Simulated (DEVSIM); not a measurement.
Structure: Pd/Al2O3/p-Ge capacitor, at 300 K.

Layer 1 from the left is Al2O3, thickness (nm) 14.0. Layer 2 from the left is Ge, thickness (nm) 4700, Na (cm⁻³) 1.6e16.

Metal gate on the left, work function 5.2 eV. Fixed charge at the semiconductor interface 1.1e10 cm⁻² (in units of +e); interface traps 1e11 cm⁻² eV⁻¹, uniform in energy, neutral level at 0.3 of the gap above the valence band.

Constants are typed, rounded textbook-type inputs, not results; the design itself was drawn at random and stands for no fabricated device. Values at 300 K.

Al2O3: gap (eV) 6.8, affinity (eV) 1.35, permittivity 9. Ge: gap (eV) 0.664, affinity (eV) 4, permittivity 16, Nc (cm⁻³) 1.04e19, Nv (cm⁻³) 6e18.

DEVSIM, 1D Poisson equation in equilibrium, Boltzmann statistics, complete ionisation; no quantum confinement or tunnelling. Metal contacts follow the ideal Schottky-Mott rule: no Fermi-level pinning, no interface dipoles.

**Question.** What does the simulation give for the threshold voltage (band bending 2φF)?

**Answer.** threshold voltage (band bending 2φF) 1.13 V.
